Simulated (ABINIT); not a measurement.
# Equation of state of fcc Ir (space group 225): energy against volume (ABINIT, PBEsol)

```xyz
1
Lattice="0.0000 1.8643 1.8643 1.8643 0.0000 1.8643 1.8643 1.8643 0.0000" Properties=species:S:1:pos:R:3 pbc="T T T"
Ir     0.0000     0.0000     0.0000
```

Level of theory: PBEsol, norm-conserving pseudopotentials (PseudoDojo nc-sr-04 PBEsol standard) (plane waves; ABINIT 10.0.3). Settings: pseudos = [Ir.upf]; ecut = 44 Ha; occopt = 3; tsmear = 0.05 eV; ngkpt = 26 26 26; nshiftk = 1; shiftk = 0 0 0; potentials = PseudoDojo nc-sr-04 PBEsol standard; nband = 14; kptopt = 1; nstep = 60; tolvrs = 1e-10. The cell above is the first row's. The rows scale it uniformly. In all rows the k mesh is held. E is the free energy at the stated smearing, counted from the lowest row.

| V (Å^3/atom) | E (meV/atom) |
|---|---|
| 12.958 | ? |
| 13.240 | 59.94 |
| 13.522 | 23.57 |
| 13.803 | 4.23 |
| 14.085 | 0.00 |
| 14.367 | 9.16 |
| 14.648 | 30.16 |
| 14.930 | 61.65 |
| 15.212 | 102.40 |

Fit E against V with the third-order Birch-Murnaghan form, a cubic in V^(-2/3), and predict the withheld value at V = 12.958.

With u = V^(-2/3) - 0.171, the rows have u = 0.007679, 0.005187, 0.002787, 0.000460, -0.001791, -0.003962, -0.006072, -0.008117. Least squares gives E = 0.837 - 2381.69·u + 1281432·u² + 4079518·u³. Residuals (row less fit): -0.017, 0.041, -0.011, -0.013, -0.030, 0.025, 0.019, -0.016; standard error 0.033 (degrees of freedom: 4). Its minimum lies at u = 0.000925, so V0 = (0.171925)^(-3/2) = 14.03. There d²E/du² = 2586000 and d³E/du³ = 2.448e7, so B0 = (4/9) × 14.03^(-7/3) × 2586000 × 0.160218 = 388 GPa (the last factor turns the table's units into GPa), and B0' = 4 + (2/3) × 0.171925 × (2.448e7)/2586000 = 5.1. The program's pressures in the fitted runs (not shown) pass through zero at V = 14.03, 0.00 % from this V0. At the withheld row, u = 0.010263, so E = 0.837 - 2381.69 × 0.010263 + 1281432 × 0.010263² + 4079518 × 0.010263³ = 115.776 meV/atom. The calculation gives 115.54 meV/atom, 0.236 meV/atom below the prediction (0.2 % of the range of E in the table). The row lies outside the fitted rows, so this is an extrapolation. From the scatter of the fitted rows alone, a prediction at this place has a standard error of 0.098 meV/atom, so the miss is 2.4 times that.

Carrying the step between the two nearest rows on in a straight line would have given 96.31, off by 19.23; series whose last step already gives the withheld value aren't shown. The scan was laid around a cell of about the measured size, scaled by a guess for this functional. The PBEsol file for Ir was generated anew from PseudoDojo's inputs, some of which were changed. Spin polarisation is off. Spin-orbit coupling is off. Cutoffs and mesh are single choices, not tested for convergence of this quantity. Series with a scatter that would blur these digits, or in which a gap closes, are not shown. Nor are scans whose minimum lies at an end fitted in this form.
